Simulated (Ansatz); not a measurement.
# Response to strain in GaS

Start from GaS in the beta-GaS type structure (space group P6_3/mmc, No. 194; layered, stacked along the Cartesian z axis).

```yaml
crystal:
  lattice:
    - [3.53441, 0.00000, 0.00000]
    - [-1.76721, 3.06089, 0.00000]
    - [0.00000, 0.00000, 15.04125]
  atoms:
    - { symbol: Ga, position: [0.33333, 0.66667, 0.66957] }
    - { symbol: Ga, position: [0.66667, 0.33333, 0.16957] }
    - { symbol: Ga, position: [0.66667, 0.33333, 0.33043] }
    - { symbol: Ga, position: [0.33333, 0.66667, 0.83043] }
    - { symbol: S, position: [0.33333, 0.66667, 0.09695] }
    - { symbol: S, position: [0.66667, 0.33333, 0.59695] }
    - { symbol: S, position: [0.66667, 0.33333, 0.90305] }
    - { symbol: S, position: [0.33333, 0.66667, 0.40305] }
```

Cartesian axes are those of the cell as printed.

Strains are applied to the cell and any free atomic positions relax; under biaxial strain the out-of-plane vector relaxes too.

The values are results of PBEsol-D3(BJ) in Ansatz (plane waves to 420 eV, PAW, no spin-orbit coupling), earlier PAW set, not measurements.

Notes on the quantities. pressure: mean of the normal stresses, compression positive.

```tsv
case	band gap	gap character	pressure	hole mass
base	1.29 eV	indirect, Γ → M	0.00 GPa	0.13 mₑ along c, 2.0 mₑ across (at Γ)
biaxial strain +0.85 %, plane normal [001], relaxed out of plane	1.23 eV	indirect, Γ → M	-0.80 GPa	0.13 mₑ out of plane, 1.8 mₑ in plane (at Γ)
isotropic strain −1.95 %	1.07 eV	indirect, Γ → K	3.22 GPa	0.13 mₑ along c, 2.4 mₑ across (at Γ)
tensor shear ε_xz = +1.55 %	1.28 eV	indirect, Γ → V₂	0.06 GPa	2.1 mₑ along x, 2.0 mₑ along y, 0.13 mₑ along z (at Γ)
```

Masses are band curvatures over ±0.01 Å⁻¹ around the edge. No phonon test of stability was made. Labels are those of the standard path for the cell's own space group.

Ansatz is a program for electronic structure.
